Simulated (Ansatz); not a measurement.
For Bi2O2Te (I4/mmm, No. 139, 5 atoms in the cell; start mp-849872), LDA (plane waves, PAW; Ansatz, a first-principles code) gives:

| Quantity | Result |
|---|---|
| equilibrium lattice constant a | 3.935 Å |
| lattice parameter c | 12.507 Å |
| bulk modulus B0 | 83.4 GPa |
| cohesive energy | 4.66 eV/atom |

### Question
What does PBEsol (plane waves, PAW; Ansatz) give for the same quantities?

### Answer

- lattice constant a: 3.967 Å (grows by 0.8 %)
- lattice parameter c: 12.627 Å (grows by 1.0 %)
- bulk modulus: 78.0 GPa (drops by 6.5 %)
- cohesive energy: 4.03 eV/atom (decreases by 0.63 eV/atom)

Changes are worked out from the printed values.

Unless a cell is named, each level is at its own relaxed cell (LDA 19.37, PBEsol 19.87 Å³/atom).

Levels without +SOC leave out spin–orbit coupling, which shifts energies and cells of such heavy elements.

Caveats: the bulk modulus is −V dP/dV from two relaxed cells at ±2 % in volume (LDA, PBEsol); the relaxation could not lower the start's symmetry, so the cell can be a saddle point above a distorted one (LDA, PBEsol). Ansatz's density-functional and Hartree–Fock values are scalar-relativistic unless marked +SOC, with PAW data made under PBE.

A start named mp-… is a Materials Project structure, which need not be a measured phase.
